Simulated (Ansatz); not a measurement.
Input and output of a relaxation of cell and atoms for CaPb (P4/mmm, 2 atoms in the cell) (Ansatz, a first-principles code).

Level of theory: PBEsol, default PAW files made with PBE (plane waves; Ansatz).

The change in words: atoms on their sites; basis.ecutwfc: 420 eV → 250 eV; relax: default → cell and atoms. Reference geometry:
```
CELL_PARAMETERS angstrom
      3.58447     0.00000     0.00000
      0.00000     3.58447     0.00000
      0.00000     0.00000     4.65065
ATOMIC_POSITIONS crystal
  Ca 0.00000 0.00000 0.01075
  Pb 0.50000 0.50000 0.50000
```

Reference input (self-consistent single point, DFT, PBEsol, plane waves, default PAW files made with PBE): basis.ecutwfc = 420 eV; kpoints.mp_grid.grid = 9 9 7; hamiltonian.xc = pbesol; hamiltonian.pseudopotentials = {kind: paw} (the program's default PAW files); scf.occupations.method = gaussian; scf.occupations.width = 0.1 eV. This run's input differs from it in these lines:

Ansatz 0.2 input:
```diff
@@ -7,6 +7,6 @@
   atoms:
-    - { symbol: Ca, position: [0.00000000, 0.00000000, 0.01075100] }
+    - { symbol: Ca, position: [0.00000000, 0.00000000, 0.00000000] }
     - { symbol: Pb, position: [0.50000000, 0.50000000, 0.50000000] }
 basis:
-  ecutwfc: 420.0
+  ecutwfc: 250.0
 kpoints:
@@ -22,2 +22,4 @@
     width: 0.1
+relax:
+  cell: {}
 output:
```

The program printed (abridged):

```
   [... SCF lines of the steps left out ...]
relax step   1: F+E_penalty+E_count = -13548.95040405 eV  Δ(F+E_penalty+E_count) = +0.000e0 eV  max|allowed force component| = 5.680e-29 eV/Å  Δτ_max = 0.0000 Å  P = -1.134 GPa  Ω = 59.754 Å³  (7 SCF iters, dr2 threshold 1.00e-7 eV, accepted)
relax step   2: F+E_penalty+E_count = -13549.13223392 eV  Δ(F+E_penalty+E_count) = -1.818e-1 eV  max|allowed force component| = 6.360e-30 eV/Å  Δτ_max = 0.0000 Å  P = +2.829 GPa  Ω = 58.038 Å³  energy of the carried Pulay correction = +1.941e-1 eV  [...]
   [... lines left out ...]
relax step  24: F+E_penalty+E_count = -13548.96776582 eV  Δ(F+E_penalty+E_count) = -4.208e-4 eV  max|allowed force component| = 4.942e-28 eV/Å  Δτ_max = 0.0000 Å  P = +0.001 GPa  Ω = 57.669 Å³  energy of the carried Pulay correction = +4.168e-4 eV  [...]
relax step  25: F+E_penalty+E_count = -13548.96763238 eV  Δ(F+E_penalty+E_count) = +1.334e-4 eV  max|allowed force component| = 4.714e-28 eV/Å  Δτ_max = 0.0000 Å  P = -0.001 GPa  Ω = 57.669 Å³  stress off target by 3.98e-2 GPa  SCF on the basis [...]
basis re-selected at this cell: Δ(F+E_penalty+E_count) = +1.334e-4 eV, ΔP = -0.002 GPa vs the last step
the relaxation is at rest under the 16 symmetry operations that the run kept from its start: a minimum is not shown …
Stability not checked: this state was not tested for a lower state beside it, because too few of the mixer's solves of this state at the end of the SCF gave a …
Free energy (F): -13548.967632 eV
Internal energy: -13548.964807 eV  (E = F + TS)
   [... lines left out ...]
Fermi energy:    9.515338 eV
   [... lines left out ...]
to start a new deck from the relaxed geometry:
  cell:  # Å, volume = 57.6685 Å³
    - [3.5690320316921724, 6.345886432113306e-35, 0.0]
    - [4.138621586160852e-35, 3.5690320316921724, 0.0]
    - [0.0, 0.0, 4.527286214697058]
  atoms:
    - { symbol: Ca, position: [-1.4968850272629563e-35, 4.574771854599242e-37, 0.0] }
    - { symbol: Pb, position: [0.5, 0.5, 0.5000000000000001] }
```

The run converged. 

Summary of the result:
```
Item                                                                                         Result
-----------------------------------------------  --------------------------------------------------
Free energy E − TS (on the zero of these files)                                      -13548.9676 eV
Fermi level (on the code's own zero)                                                        9.52 eV
Pressure                                                                                   0.00 GPa
Final cell                                       a = b = 3.5690 Å, c = 4.5273 Å, α = β = γ = 90.00°
Final volume per atom                                                                      28.83 Å³
Relaxation steps                                                                                 25
```

The starting cell comes from a database of computed structures (which also holds hypothetical and non-ambient phases and stackings), without a prior relaxation at this level. Its lattice was rescaled by up to half a per cent. The relaxation keeps the symmetry of its start, so its end need not be a minimum. Ansatz's pressure includes its estimate of the finite-basis (Pulay) stress. Without the estimate this run gives -18.10 GPa. The cutoff lies below the one recommended for these files.

Cost on one core of a shared machine: roughly 40 s.
